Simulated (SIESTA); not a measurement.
Band structure of Mn3Co (P6_3/mmc, 8 atoms in the cell).

```
Mn3Co
1.0
    4.97427     0.00000     0.00000
   -2.48713     4.30784     0.00000
    0.00000     0.00000     3.95331
Mn Co
6 2
Cartesian
  1.21169   0.69957   2.96498
  1.27544   3.60827   0.98833
  0.00000   1.39914   0.98833
  2.48714   2.90870   2.96498
  3.76258   0.69957   2.96498
 -1.27544   3.60827   0.98833
  2.48714   1.43595   0.98833
  0.00000   2.87190   2.96498
```

Method of the run: GGA PBEsol, numerical atomic orbitals DZP, PseudoDojo PBEsol standard norm-conserving potentials (rewritten from UPF to PSML) run with SIESTA.

Settings: XC.functional = GGA; XC.authors = PBEsol; potentials = PseudoDojo PBEsol standard; PAO.BasisSize = DZP; PAO.EnergyShift = 0.005 Ry; MeshCutoff = 400 Ry; kgrid.MonkhorstPack = 5 5 6; OccupationFunction = MP; OccupationMPOrder = 0; ElectronicTemperature = 580.23 K; MaxSCFIterations = 150; SCF.Mixer.Method = Broyden; SCF.Mixer.Weight = 0.1; SCF.Mixer.History = 6.

The starting cell comes from a database of computed structures (which also holds hypothetical and non-ambient phases and stackings), without a prior relaxation at this level. Spin polarisation is off. Values carry the incompleteness of an atom-centred basis.

Levels in eV from the Fermi level, bands 59 to 64:
```tsv
point	59	60	61	62	63	64
Γ	-0.50	-0.50	-0.39	-0.39	0.74	1.25
M	-0.72	-0.49	-0.15	-0.01	0.07	0.26
K	-0.46	-0.46	-0.16	-0.13	-0.13	0.49
A	0.27	0.27	0.69	0.69	0.69	0.69
L	-0.60	-0.60	-0.47	-0.47	0.00	0.00
H	-0.57	-0.57	-0.43	-0.43	0.02	0.02
```

Bands cross the Fermi level along this path, so the cell is metallic at this level.

Higher empty bands are left out: an atom-centred basis made for the valence describes them poorly.
